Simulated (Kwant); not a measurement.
Kwant, one-band effective-mass tight-binding model in one dimension, coherent, no space charge, current by the Tsu-Esaki formula.

Device: GaAs/Al0.3Ga0.7As stack with 2 barriers. One parabolic valley. Leads of mass 0.067 mₑ with the band edge at 0; grid 0.1 nm; bias swept from 0.0096 to 0.36 V, dropping linearly over the stack. Emitter Fermi level 0.044 eV, 300 K, equal in the collector.

```json
[
 {"layer": "1", "thickness (nm)": "3.3", "band offset (eV)": "0.24", "mass (mₑ)": "0.092"},
 {"layer": "2", "thickness (nm)": "6.2", "band offset (eV)": "0", "mass (mₑ)": "0.067"},
 {"layer": "3", "thickness (nm)": "3.3", "band offset (eV)": "0.24", "mass (mₑ)": "0.092"}
]
```

Constants are typed, rounded textbook-type inputs, not results; the design itself was drawn at random and stands for no fabricated device.

Sweep values stay those of the base run.

One input was changed, with this effect: J at bias = 0.2633 V 80600 → 55100 A/cm²; J at bias = 0.3600 V 177000 → 129000 A/cm²; J at bias = 0.1788 V 27100 → 18200 A/cm²; first peak current 56500 → 44000 A/cm².

Question: Which change was it?
(A) mass in the first barrier 0.092 → 0.055 mₑ
(B) Fermi level in the emitter 0.044 → 0.033 eV
(C) width of the first well 6.2 → 3.7 nm

Answer: B, Fermi level in the emitter 0.044 → 0.033 eV
